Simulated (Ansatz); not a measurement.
Start from an 8-atom supercell of InAgTe2 in the chalcopyrite structure (space group I-42d, No. 122; a = 6.5693 Å, c = 13.0039 Å) at its relaxed geometry.

The values are results of Kohn–Sham DFT with the PBE functional, run in Ansatz (a quantum-chemistry and plane-wave program) with PAW and 420 eV plane waves, spin-orbit coupling left out, earlier PAW set, not measurements.

Base values:

| Property | Value |
|---|---|
| Pressure | 0.0 GPa |

The change: one Ag atom is replaced by In, atoms relaxed at fixed cell, starting from a slightly rattled geometry.

Tabulated Pauling electronegativity and covalent radius: Ag 1.93, 1.45 Å; In 1.78, 1.42 Å.

What does the calculation give for the pressure after the change?

The pressure goes from zero to 2.5 GPa.

How does this affect the largest displacement of a host atom from its site in the perfect cell?

The largest displacement of a host atom from its site in the perfect cell is 0.81 Å.

What does the calculation give for the shift of the substituted atom off its lattice site after the change?

The shift of the substituted atom off its lattice site amounts to 0.37 Å.

The cell is small, so the values are those of an ordered compound at a high defect concentration; dilute-limit values will differ. A case with no gap was solved on a k-mesh chosen for an insulator, which is coarse for it. All final runs are without spin polarisation. The defect cell is not spin-polarised.
